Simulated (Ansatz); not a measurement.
The starting structures come from a database of crystals and need not be the phases stable at ambient conditions.

By PBEsol, the system below comes out a metal.

Without scattering a metal conducts by its projected Fermi surface.

Consider the following.

```
RuP
1.0
    3.18493     0.00000     0.00000
    0.00000     5.53339     0.00000
    0.00000     0.00000     6.13126
P Ru
4 4
Direct
  0.75000   0.68971   0.06586
  0.25000   0.31029   0.93414
  0.25000   0.81029   0.56586
  0.75000   0.18971   0.43414
  0.75000   0.48606   0.70712
  0.25000   0.51394   0.29288
  0.25000   0.01394   0.20712
  0.75000   0.98606   0.79288
```

Space group of this cell: Pnma. The cell is taken as given; by PBEsol its mean pressure is -4.4 GPa.

The current flows along the normal of the first two printed cell vectors. No spin-orbit coupling; the value is a mean over 0.1 eV about the Fermi level.

Compute, with PBEsol (Ansatz, a program for electronic structure), the ballistic conductance per area.

0.32 × 10¹⁵ S/m² for both spins.
